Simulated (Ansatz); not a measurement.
## Equilibrium lattice constant a of TiSi (model structure, started from the NiAs type, P6₃/mmc, No. 194, 4 atoms in the cell) at several levels of theory

No measured value is used here.

Put these levels in order of the equilibrium lattice constant a that they give for TiSi (model structure, started from the NiAs type, P6₃/mmc, No. 194, 4 atoms in the cell), smallest first: PBE (Ansatz, a first-principles code), PBE-D3(BJ) (Ansatz), PBEsol (Ansatz).

PBE-D3(BJ) (3.393 Å), PBEsol (3.416 Å), PBE (3.479 Å)

Ansatz's density-functional and Hartree–Fock values are scalar-relativistic unless marked +SOC, with PAW data made under PBE.

A model structure was made by putting elements into a prototype or built by hand; it is no filed structure, need not be a known phase, and can be a saddle point held by its symmetry.
